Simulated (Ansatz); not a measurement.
The starting structures come from a database of crystals and need not be the phases stable at ambient conditions.

Tunnelling through a barrier is set by its complex band structure: the current falls as exp(−2κd) with the smallest κ.

Consider the following.

```
Na2CO3
1.0
    5.28543     0.00000     0.00000
    2.64271     4.58854     0.00000
    0.00000     0.62332     6.25418
Na C O
4 2 6
Cartesian
  0.00000   0.00000   0.00000
  0.00000   0.31166   3.12709
  2.64271   1.73742   1.43014
  5.28543   3.47444   4.82403
  2.64272   2.02747   4.72071
  5.28543   3.18439   1.53346
  1.51491   1.38901   4.62578
  6.41324   3.82284   1.62840
  4.15762   3.82284   1.62840
  3.77052   1.38901   4.62578
  2.64271   3.31352   4.93035
  5.28543   1.89834   1.32382
```

Space group of this cell: C2/m. The cell is taken as given; by r2SCAN its mean pressure is -4.3 GPa.

Transport runs along the normal of the first two printed cell vectors.

The gap is the functional's own, uncorrected, and κ follows it; spin-orbit coupling is left out. Mid-gap values are interpolated between the computed energies.

Predict the band gap and the smallest decay constant κ at mid-gap from r2SCAN (Ansatz, a quantum-chemistry and plane-wave program).

Gap 3.99 eV on a 8×8×6 mesh; κ = 0.507 1/Å, at the zone centre.
